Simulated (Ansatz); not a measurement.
Electronic density of states of amorphous Ta14Zr6O47, density 7.21 g/cm³, on a 2×2×2 Γ-centred mesh with a Gaussian width of 0.1 eV; energies count from the Fermi level, whose place inside the gap is arbitrary. Cell and mesh are small, so fine structure isn't converged. Level of theory: PBE, scalar-relativistic without spin-orbit coupling (plane waves to 420 eV, PAW; Ansatz, a program for electronic structure). Sampling: a 2×2×2 Γ-centred mesh; Fermi-Dirac width 0.02 eV; no spin polarisation. At PBE the levels at the filled edge of the gap are localised (band-tail or defect states).

A CHGNet melt-quench gave the starting glass, which DFT then relaxed. O atoms were pushed apart under 1.9 Å during the dynamics, to hinder bonds among them. The hot cell started wider than the set density and was brought back towards it in steps. It is the lowest in DFT energy of 2 quenches. It is a model cell: composition and starting density were chosen by hand, and all elements were melted together. No dispersion term was used. Its density started from a set value of 7.28 and ended at 7.21 g/cm³. The quench (nominally 360 K/ps over its main leg) was far faster than any real one, so the model tends to hold more defects than a real film. A cell of this size samples the disorder only roughly. Volume and shape were free in the relaxation.

(E - EF (eV), states/(eV atom)): (-12.00, 0.00); (-11.90, 0.00); (-11.80, 0.00); (-11.70, 0.00); (-11.60, 0.00); (-11.50, 0.00); (-11.40, 0.00); (-11.30, 0.00); (-11.20, 0.00); (-11.10, 0.00); (-11.00, 0.00); (-10.90, 0.00); (-10.80, 0.00); (-10.70, 0.00); (-10.60, 0.00); (-10.50, 0.00); (-10.40, 0.00); (-10.30, 0.00); (-10.20, 0.00); (-10.10, 0.00); (-10.00, 0.00); (-9.90, 0.00); (-9.80, 0.00); (-9.70, 0.00); (-9.60, 0.00); (-9.50, 0.00); (-9.40, 0.00); (-9.30, 0.00); (-9.20, 0.00); (-9.10, 0.00); (-9.00, 0.00); (-8.90, 0.00); (-8.80, 0.00); (-8.70, 0.00); (-8.60, 0.00); (-8.50, 0.00); (-8.40, 0.00); (-8.30, 0.00); (-8.20, 0.00); (-8.10, 0.00); (-8.00, 0.00); (-7.90, 0.00); (-7.80, 0.00); (-7.70, 0.00); (-7.60, 0.00); (-7.50, 0.02); (-7.40, 0.12); (-7.30, 0.26); (-7.20, 0.31); (-7.10, 0.34); (-7.00, 0.32); (-6.90, 0.28); (-6.80, 0.41); (-6.70, 0.58); (-6.60, 0.63); (-6.50, 0.61); (-6.40, 0.61); (-6.30, 0.69); (-6.20, 0.73); (-6.10, 0.76); (-6.00, 0.74); (-5.90, 0.75); (-5.80, 0.74); (-5.70, 0.71); (-5.60, 0.73); (-5.50, 0.73); (-5.40, 0.71); (-5.30, 0.70); (-5.20, 0.71); (-5.10, 0.72); (-5.00, 0.70); (-4.90, 0.70); (-4.80, 0.74); (-4.70, 0.74); (-4.60, 0.74); (-4.50, 0.78); (-4.40, 0.83); (-4.30, 0.80); (-4.20, 0.75); (-4.10, 0.75); (-4.00, 0.77); (-3.90, 0.81); (-3.80, 0.78); (-3.70, 0.78); (-3.60, 0.77); (-3.50, 0.84); (-3.40, 0.89); (-3.30, 0.84); (-3.20, 0.81); (-3.10, 0.84); (-3.00, 0.92); (-2.90, 0.96); (-2.80, 0.96); (-2.70, 0.96); (-2.60, 1.03); (-2.50, 1.08); (-2.40, 1.04); (-2.30, 0.97); (-2.20, 0.98); (-2.10, 0.88); (-2.00, 0.79); (-1.90, 0.69); (-1.80, 0.49); (-1.70, 0.45); (-1.60, 0.28); (-1.50, 0.05); (-1.40, 0.00); (-1.30, 0.00); (-1.20, 0.00); (-1.10, 0.00); (-1.00, 0.00); (-0.90, 0.00); (-0.80, 0.00); (-0.70, 0.00); (-0.60, 0.00); (-0.50, 0.00); (-0.40, 0.00); (-0.30, 0.00); (-0.20, 0.00); (-0.10, 0.00); (0.00, 0.00); (0.10, 0.00); (0.20, 0.00); (0.30, 0.00); (0.40, 0.00); (0.50, 0.00); (0.60, 0.00); (0.70, 0.00); (0.80, 0.00); (0.90, 0.00); (1.00, 0.00); (1.10, 0.00); (1.20, 0.00); (1.30, 0.00); (1.40, 0.00); (1.50, 0.04); (1.60, 0.18); (1.70, 0.34); (1.80, 0.44); (1.90, 0.40); (2.00, 0.33); (2.10, 0.35); (2.20, 0.46); (2.30, 0.58); (2.40, 0.62); (2.50, 0.60); (2.60, 0.65); (2.70, 0.68); (2.80, 0.69); (2.90, 0.73); (3.00, 0.65); (3.10, 0.63); (3.20, 0.63); (3.30, 0.62); (3.40, 0.58); (3.50, 0.54); (3.60, 0.58)

The level gap on this mesh is 3.18 eV; the broadening fills part of it in the curve.
